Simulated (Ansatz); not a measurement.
Computed paths: interstitial H in rock-salt CaO, charge state -1

Defect migration in rock-salt CaO: interstitial H, charge state -1. Level of theory: PBE, PAW (plane waves to 420 eV; Ansatz, a first-principles code).

Cell of 64 host sites held at the relaxed PBE lattice; the Γ point alone; Fermi-Dirac width 0.01 eV, spin-restricted; finite-size errors left in. Static, classical nuclei. The charge state is imposed; whether it is stable for some Fermi level was not computed. Sites that were not tried may lie lower.

Barriers: single points on a 2×2×2 k-point mesh shifted by half a step at the bands' geometries (they differ from the bands' own by up to 0.08 eV, and are uncertain by about as much).

```json
[
 {"Route": "H moves alone to another site", "Start site over the lowest site run (eV)": "0.00", "Hop (Å)": "2.41", "Forward barrier (eV)": "1.22", "Backward barrier (eV)": "1.22", "Neighbours at the start": "4 Ca at 2.04; 4 O at 2.33 Å", "Neighbours at the saddle": "2 Ca at 1.91; 2 O at 2.19 Å", "Saddle order": "not checked, on a symmetry element", "Forward, on the band's own sampling (eV)": "1.14"}
]
```

Paths come from CI-NEB runs.  A band can be held on a symmetry element, so unchecked saddle points there may be too high.

The whole set of runs took roughly 0.3 core-hours.
